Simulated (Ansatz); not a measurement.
The starting structures come from a database of crystals and need not be the phases stable at ambient conditions.

By PBEsol, the system below comes out a metal.

The ballistic (Sharvin) conductance counts the channels at the Fermi level: G/A = (e²/h) × channels of both spins per area.

Consider the following.

```
CELL_PARAMETERS angstrom
      4.70167     0.00000     0.00000
      2.35083     4.08880     0.00000
      2.35083     0.00000     2.28031
ATOMIC_POSITIONS crystal
  Ge 0.33759 0.32482 0.00000
  Ge 0.66241 0.67518 0.00000
  W  0.00000 0.00000 0.00000
```

Space group of this cell: Fmmm. The cell is strained (lengths along the current scaled by 0.97, ions clamped); by PBEsol its mean pressure is 4.4 GPa.

The current flows along the normal of the first two printed cell vectors. No spin-orbit coupling; the value is a mean over 0.1 eV about the Fermi level.

Question: Give the ballistic conductance per area that PBEsol in Ansatz (a first-principles code) yields.

Answer: 0.29 × 10¹⁵ S/m² for both spins.
